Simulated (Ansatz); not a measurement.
The reference is CdS in the wurtzite structure (space group P6_3mc, No. 186; a = 4.1238 Å, c = 6.7116 Å).

Level of theory: Kohn–Sham DFT with the PBEsol functional, run in Ansatz (an electronic-structure program) with PAW and 420 eV plane waves, spin-orbit coupling left out, earlier PAW set.

Base values:

* **Valence-band top at Γ**: 0.00, 0.00, -0.05 eV
* **Band gap**: 1.09 eV
* **Density**: 4.85 g/cm³
* **Shortest interatomic distance**: 4.765 bohr

Now apply this change: Zn takes the place of Cd on all its sites, then cell and atoms are relaxed.

Question: What does the calculation give for the valence-band top at Γ after the change?

Answer: The valence-band top at Γ (three highest levels, from the VBM) changes from 0.00, 0.00, -0.05 eV to 0.00, 0.00, -0.09 eV.

Question: Predict the new band gap.

Answer: The band gap grows by 1.06 eV to 2.15 eV.

Question: What happens to the density?

Answer: The density decreases by 0.645 g/cm³ (4.85 g/cm³ → 4.21 g/cm³).

Question: What happens to the shortest interatomic distance?

Answer: The shortest interatomic distance falls by 0.382 bohr to 4.383 bohr.

Stability against distortions was not tested.
